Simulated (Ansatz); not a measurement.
# What isotropic strain −0.86 % does to TiB2

The reference is TiB2 (space group P6/mmm, No. 191; a = 3.0173 Å, c = 3.1849 Å).

Modification: the cell is scaled by 0.9914 in all directions, atoms relaxed at fixed cell.

All numbers come from PBEsol (Ansatz, a first-principles code; PAW; 420 eV plane waves; spin-orbit coupling left out), earlier PAW set. Settings: 13×13×10 k-points, 0.05 eV Fermi–Dirac smearing.

The volume per atom drops by 0.21 Å³, from 8.37 Å³ to 8.16 Å³ and the space group is still P6/mmm (No. 191). The energy increases by 4.8 meV/atom and the pressure (mean of the normal stresses, compression positive) goes from zero to 7.3 GPa. The band gap is still zero.

A case with no gap was solved on a k-mesh chosen for an insulator, which is coarse for it. Stability against distortions was not tested. All final runs are without spin polarisation.
